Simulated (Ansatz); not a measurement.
## CsSnI3, pressure series

The parent structure is CsSnI₃ in the cubic perovskite structure (space group Pm-3m, No. 221).

Space group Pm-3m (No. 221); a = b = c = 6.224 Å, α = β = γ = 90.00°

| atom | site | symmetry | x | y | z |
|---|---|---|---|---|---|
| Cs | 1a | m-3m | 0.0000 | 0.0000 | 0.0000 |
| Sn | 1b | m-3m | 0.5000 | 0.5000 | 0.5000 |
| I | 3c | 4/mm.m | 0.0000 | 0.5000 | 0.5000 |

Cell and atoms are relaxed at each pressure.

The values are results of Kohn–Sham DFT with the r2SCAN functional, run in Ansatz (an electronic-structure program) with PAW and 500 eV plane waves, no spin-orbit coupling, not measurements.

**Question.** Only one of these has no band gap. Which?
A) pressure 0.3 GPa
B) pressure 1.5 GPa
C) pressure −2 GPa
D) pressure 10 GPa

**Answer.** D, pressure 10 GPa. Computed: pressure 10 GPa: zero; pressure 0.3 GPa: 0.38 eV; pressure 1.5 GPa: 0.09 eV; pressure −2 GPa: 1.14 eV

A case with no gap was solved on a k-mesh chosen for an insulator, which is coarse for it. Spin-orbit coupling, missing from the scalar runs, can matter with I. Load acts through the strain it causes; cell and atoms are relaxed under it. Stability against distortions was not tested. Competing high-pressure phases were not computed. All final runs are without spin polarisation. Many cubic perovskites are stable only at high temperature; tilts and polar distortions were not tested. A zero or small gap of CsSnI3 under pressure 10 GPa and CsSnI3 under pressure 1.5 GPa can be the functional's error rather than a property of the material.
